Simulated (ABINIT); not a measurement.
## Short convergence ladders for CaAlSiH (P3m1, 4 atoms in the cell)

```yaml
crystal:
  lattice:
    - [4.13085, 0.00000, 0.00000]
    - [-2.06542, 3.57742, 0.00000]
    - [0.00000, 0.00000, 4.68414]
  atoms:
    - { symbol: Ca, position: [0.00000, 0.00000, 0.01059] }
    - { symbol: Al, position: [0.66667, 0.33333, 0.45711] }
    - { symbol: Si, position: [0.33333, 0.66667, 0.56589] }
    - { symbol: H, position: [0.66667, 0.33333, 0.08378] }
```

Base method: PBEsol, norm-conserving pseudopotentials (PseudoDojo nc-sr-04 PBEsol standard) (plane waves; ABINIT).

Base settings: pseudos = [Ca.upf, Al.upf, Si.upf, H.upf]; ecut = 72 Ry; ixc = -116133; occopt = 3; tsmear = 0.00036749 Ha; ngkpt = 3 3 2; nshiftk = 1; shiftk = 0 0 0; potentials = PseudoDojo nc-sr-04 PBEsol standard; nband = 14.

The count of work is k-points × plane waves × bands × iterations; it is no time. 

**The cutoff for other potential files**

Level: DFT, PBEsol, plane waves, norm-conserving pseudopotentials (PseudoDojo nc-fr-04 PBEsol standard).

In this ladder: potentials = PseudoDojo nc-fr-04 PBEsol standard.

The second cell is the first with its lattice scaled by 0.98.

The mesh stays at the base's, so the ladder's end is converged at best in this setting alone.

Only quantities that move along the ladder and can be compared are tabulated; the gap is left out on so coarse a mesh.

```csv
ecut,free energy less the last step's (meV/atom),energy of the compressed cell less the first (meV/atom),pressure (GPa),largest difference of a force vector from the last step's (eV/Å),count of work / last
32 Ry,286.04,11.80,-9.81,0.023,0.089
40 Ry,77.19,6.98,-4.25,0.010,0.14
50 Ry,12.51,6.47,-1.80,0.002,0.20
62 Ry,1.19,6.42,-1.14,0.001,0.26
72 Ry,0.40,6.39,-1.08,0.001,0.33
86 Ry,0.24,6.39,-1.07,0.000,0.43
108 Ry,0.15,6.38,-1.07,0.000,0.60
144 Ry,0.00,6.37,-1.07,0.000,1.0
```

Coarsest ecut that holds the forces within 0.005 eV/Å of the last step, with all finer ones: 50 Ry, at 0.20 of the last step's count of work; the step before is off by 0.010 eV/Å.

Coarsest ecut that holds the energy of the compressed cell less the first within 1 meV/atom of the last step, with all finer ones: 40 Ry, at 0.14 of the last step's count of work; the step before is off by 5.4 meV/atom.

Coarsest ecut that holds the pressure within 0.1 GPa of the last step, with all finer ones: 62 Ry, at 0.26 of the last step's count of work; the step before is off by 0.73 GPa.

The energy difference between the two cells stays within 1 meV/atom of the last step's from 40 Ry on, the total only from 72 Ry on: much of the error is common to both cells and cancels.

At the lowest cutoff the pressure lies 8.7 GPa under the last step's, the usual sign of Pulay stress in an incomplete plane-wave basis.

**The setting fft**

The mesh stays at the base's, so the ladder's end is converged at best in this setting alone.

Only quantities that move along the ladder and can be compared are tabulated; the gap is left out on so coarse a mesh.

| boxcutmin | pressure (GPa) | largest difference of a force vector from the last step's (eV/Å) |
|---|---|---|
| 1.2 | -1.01 | 0.020 |
| 1.5 | -1.09 | 0.001 |
| 1.8 | -1.09 | 0.000 |
| 2.5 | -1.09 | 0.000 |

Coarsest boxcutmin that holds the pressure within 0.05 GPa of the last step, with all finer ones: 1.5; the step before is off by 0.09 GPa.

Coarsest boxcutmin that holds the forces within 0.005 eV/Å of the last step, with all finer ones: 1.5; the step before is off by 0.020 eV/Å.

On the base run: the starting cell comes from a database of computed structures (which also holds hypothetical and non-ambient phases and stackings), without a prior relaxation at this level. Its lattice was rescaled by up to half a per cent. One atom was moved a little off its site on purpose.
